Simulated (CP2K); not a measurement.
Worked example: self-consistent single point of YPO₄ (I4_1/amd, 12 atoms in the cell) in CP2K.

Level of theory: LDA (Pade form), GPW, DZVP-MOLOPT-SR-GTH basis, GTH-PADE potentials (GTH_POTENTIALS) in CP2K.

```xyz
12
Lattice="5.7277 0.0000 0.0000 -2.5601 5.1237 0.0000 -1.5838 -2.5618 4.8719" Properties=species:S:1:pos:R:3 pbc="T T T"
Y      0.0000     0.0000     0.0000
Y      2.8638     0.0000     2.4359
P     -1.2801     2.5618     2.4359
P      1.5838     2.5618     0.0000
O     -1.2272    -0.3670     4.0210
O     -2.5073     2.1949     3.2868
O      1.8040     1.3000     0.8509
O     -1.0598     1.3000     1.5851
O     -0.0528     2.9288     3.2868
O      1.3635     3.8237     0.8509
O     -1.5003     3.8237     1.5851
O      1.2272     0.3670     4.0210
```

Reference input (self-consistent single point, DFT LDA (Pade form), GPW, DZVP-MOLOPT-SR-GTH basis, GTH-PADE potentials (GTH_POTENTIALS)): CUTOFF = 500 Ry; REL_CUTOFF = 50 Ry; KPOINTS/SCHEME = MONKHORST-PACK 3 3 3; XC_FUNCTIONAL = PADE; Y/BASIS_SET = DZVP-MOLOPT-SR-GTH; Y/POTENTIAL = GTH-PADE-q11; P/BASIS_SET = DZVP-MOLOPT-SR-GTH; P/POTENTIAL = GTH-PADE-q5; O/BASIS_SET = DZVP-MOLOPT-SR-GTH; O/POTENTIAL = GTH-PADE-q6; METHOD = GPW; EPS_DEFAULT = 1e-11. This run's input differs from it in these lines:

```diff
@@ -36,3 +36,4 @@
     &KPOINTS
-      SCHEME MONKHORST-PACK 3 3 3
+      SCHEME MONKHORST-PACK 4 4 4
+      GAMMA_CENTERED T
     &END KPOINTS
```

The program printed (abridged):

```
 SCF WAVEFUNCTION OPTIMIZATION

  Step     Update method      Time    Convergence         Total energy    Change
     1 NoMix/Diag. 0.40E+00      -     1.74862253      -219.8381360452 -2.20E+02
     2 Broy./Diag. 0.40E+00      -     0.21307970      -210.5782324557  9.26E+00
     3 Broy./Diag. 0.40E+00      -     0.08245612      -218.5444288421 -7.97E+00
     4 Broy./Diag. 0.40E+00      -     0.03940089      -219.0286019495 -4.84E-01
     5 Broy./Diag. 0.40E+00      -     0.00453529      -218.8178506616  2.11E-01
     6 Broy./Diag. 0.40E+00      -     0.00359836      -218.9603124397 -1.42E-01
     7 Broy./Diag. 0.40E+00      -     0.00021222      -218.9742491597 -1.39E-02
     8 Broy./Diag. 0.40E+00      -     0.00024670      -218.9814662439 -7.22E-03
     9 Broy./Diag. 0.40E+00      -     0.00002745      -218.9794731353  1.99E-03
    10 Broy./Diag. 0.40E+00      -     0.00000797      -218.9796566938 -1.84E-04
    11 Broy./Diag. 0.40E+00      -     0.00000694      -218.9796818400 -2.51E-05
    12 Broy./Diag. 0.40E+00      -     0.00000053      -218.9797305647 -4.87E-05
  *** SCF run converged in    12 steps ***

  Overlap energy of the core charge distribution:               0.00000039067533
  Self energy of the core charge distribution:               -504.61713386075422
  Core Hamiltonian energy:                                    133.83703484740241
  Hartree energy:                                             193.49195531281222
  Exchange-correlation energy:                                -41.69158725485806

  Total energy:                                              -218.97973056472236

 ENERGY| Total FORCE_EVAL ( QS ) energy [hartree]           -218.979733203655627

 FORCES| Atomic forces [hartree/bohr]
 FORCES|   Atom     x               y               z               |f|
 FORCES|      1 -5.88497716E-09 -1.45493284E-08 -2.44772233E-09   1.58841827E-08
   [... lines left out ...]

 STRESS| Analytical stress tensor [bar]
 STRESS|                        x                   y                   z
 STRESS|      x       -4.26224810946E+04  -1.60076018012E+03  -6.06277944313E-01
 STRESS|      y       -1.60076018012E+03  -4.42218993504E+04  -1.30932019405E+00
 STRESS|      z       -6.06277944313E-01  -1.30932019405E+00  -4.16352391604E+04
 STRESS| 1/3 Trace                                            -4.28265398685E+04
```

The run converged in 12 iterations. Against the reference run the free energy stays essentially unchanged (within 1 meV/atom), the pressure stays at -4.28 GPa, the largest force stays at 0.546 eV/Å and the gap on the mesh goes from 5.650 to 5.694 eV.

The starting cell comes from a database of computed structures (which also holds hypothetical and non-ambient phases and stackings), without a prior relaxation at this level. Values carry the incompleteness of an atom-centred basis. With a pressure of about -4 GPa the cell is away from its equilibrium volume at this level.

Cost on one core of a shared machine: roughly 2 min.
